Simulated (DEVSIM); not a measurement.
Structure: abrupt Si p-n junction, at 350 K.

| layer (left to right) | material | thickness (μm) | Nd (cm⁻³) | Na (cm⁻³) | τn (s) | τp (s) |
|---|---|---|---|---|---|---|
| 1 | Si | 49.0 | - | 1.8e17 | 5.7e-5 | 5.7e-5 |
| 2 | Si | 0.700 | 5.9e14 | - | 5.7e-5 | 5.7e-5 |

Left contact: ohmic. Right contact: ohmic. Voltage is applied to the left contact. Recombination: SRH at mid-gap, radiative. Mobility is constant in doping.

This is a model device: material constants are rounded textbook-type values typed into the input, and sizes, dopings and lifetimes were drawn at random. Values at 300 K; Nc and Nv go as T^1.5, mobilities as T to minus their exponent, the gap by Varshni's rule with the affinity fixed.

```csv
parameter,Si
gap (eV),1.124
affinity (eV),4.05
permittivity,11.7
Nc (cm⁻³),2.86e19
Nv (cm⁻³),3.1e19
μn (cm²/Vs),1417
μp (cm²/Vs),470
T exponent of μn,2.3
T exponent of μp,2.2
B (cm³/s),4.7e-15
Varshni α (eV/K),0.000473
Varshni β (K),636
```

Simulated with DEVSIM: 1D drift-diffusion, Boltzmann statistics, complete ionisation; no tunnelling, impact ionisation, image-force lowering or self-heating.

The temperature was swept, all else fixed.

| temperature (K) | dark forward voltage at 100 A/cm² (V) | potential step across the device at zero bias (V) | largest field in the device at zero bias (V/cm) |
|---|---|---|---|
| 250 | 0.755 | 0.805 | 24000 |
| 300 | 0.669 | 0.712 | 25000 |
| 350 | 0.582 | 0.616 | 26000 |
| 400 | 0.496 | 0.517 | 28000 |
| 450 | 0.412 | 0.416 | 29000 |
| 500 | 0.333 | 0.320 | 30000 |

From the first row to the last the dark forward voltage at 100 A/cm² goes from 0.755 to 0.333. From the first row to the last the potential step across the device at zero bias goes from 0.805 to 0.320.
